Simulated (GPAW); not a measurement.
## Equation of state of zinc-blende CdTe (space group 216): energy against volume (GPAW, PBE)

```
CdTe
1.0
    0.00000     3.18239     3.18239
    3.18239     0.00000     3.18239
    3.18239     3.18239     0.00000
Cd Te
1 1
Direct
  0.00000   0.00000   0.00000
  0.75000   0.75000   0.75000
```

Computed with PBE, GPAW PAW datasets PBE (gpaw-data 1.0.1) (plane waves; GPAW). Settings: mode = pw; ecut = 585 eV; xc = PBE; kpts = 9 9 9; mesh shift (steps) = 0 0 0; occupations.name = fermi-dirac; occupations.width = 0.01 eV; nbands = -6; convergence.density = 1e-05 e/electron; convergence.bands = -4; symmetry.symmorphic = false; symmetry.tolerance = 0.0005; maxiter = 120. The cell above is the first row's. The rows scale it uniformly. In all rows fractional positions and the k mesh are held. E is the free energy at the stated smearing, counted from the lowest row.

| V (Å^3/atom) | E (meV/atom) |
|---|---|
| 32.230 | ? |
| 32.931 | 32.52 |
| 33.631 | 18.25 |
| 34.332 | 8.38 |
| 35.033 | 2.43 |
| 35.733 | 0.00 |
| 36.434 | 0.70 |
| 37.135 | 4.19 |
| 37.835 | 10.19 |

Fit E of the 8 rows that show it with the third-order Birch-Murnaghan form, a cubic in V^(-2/3). With u = V^(-2/3) - 0.0929, the rows have u = 0.0044337, 0.0030784, 0.0017674, 0.0005003, -0.0007235, -0.0019096, -0.0030584, -0.0041699. Least squares gives E = 1.047 + 2226.4·u + 1078603·u² + 4557207·u³. Residuals (row less fit): 0.002, -0.005, 0.004, -0.001, 0.001, 0.003, -0.006, 0.002; standard error 0.005 (degrees of freedom: 4). Its minimum lies at u = -0.0010389, so V0 = (0.0918611)^(-3/2) = 35.92. There d²E/du² = 2129000 and d³E/du³ = 2.734e7, so B0 = (4/9) × 35.92^(-7/3) × 2129000 × 0.160218 = 35.6 GPa (the last factor turns the table's units into GPa), and B0' = 4 + (2/3) × 0.0918611 × (2.734e7)/2129000 = 4.8. The program's pressures in the fitted runs (not shown) pass through zero at V = 35.90, 0.05 % from this V0.

### Question
Estimate the missing E (V = 32.230); what did the run itself give?

### Answer
u = 0.0058400, so E = 1.047 + 2226.4 × 0.0058400 + 1078603 × 0.0058400² + 4557207 × 0.0058400³ = 51.743 meV/atom. The calculation gives 51.73 meV/atom, 0.013 meV/atom below the prediction (under 0.05 % of the range of E in the table). The row lies outside the fitted rows, so this is an extrapolation. From the scatter of the fitted rows alone, a prediction at this place has a standard error of 0.015 meV/atom, so the miss is 0.9 times that.

Carrying the step between the two nearest rows on in a straight line would have given 46.81, off by 4.92; series whose last step already gives the withheld value aren't shown. The scan was laid around a cell of about the measured size, scaled by a guess for this functional. The runs keep the symmetry of the cell, so they don't test it for distortions. Spin-orbit coupling is off. Cutoffs and mesh are single choices, not tested for convergence of this quantity. Series with a scatter that would blur these digits, or in which a gap closes, are not shown. Nor are scans whose minimum lies at an end fitted in this form.
